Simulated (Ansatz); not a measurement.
Take BN (space group P6_3/mmc, No. 194; a = 2.501 Å, c = 6.526 Å; layered, stacked along the Cartesian z axis) as the base.

The values are results of plane-wave PAW DFT at the r2SCAN+rVV10 level (Ansatz, a program for electronic structure, 500 eV), without spin-orbit coupling, not measurements.

Before the change:

| Property | Result |
|---|---|
| Gap between the host's bands | 4.73 eV |
| Gap character | indirect, k = (0.296, 0.296, 0) in the run's primitive reciprocal basis → M |

One thing is altered: 0.0353 holes added to each cell, a density of 1.0×10^21 cm⁻³, with a uniform compensating background at fixed cell and a 300 K Fermi–Dirac width.

Q: Predict the new gap between the host's bands, Fermi level from band edge and gap character.

A: The gap between the host's bands goes up by 0.03 eV to 4.76 eV; the Fermi level relative to the doped band's edge (positive inside the band; to 0.05 eV) amounts to +0.05 eV; the gap character remains indirect, k = (0.296, 0.296, 0) in the run's primitive reciprocal basis → M.

Carriers are added with a uniform compensating background; total energy and stress of such cells depend on the potential's zero and are not compared; many-body gap narrowing is missing at this level. No phonon test of stability was made.
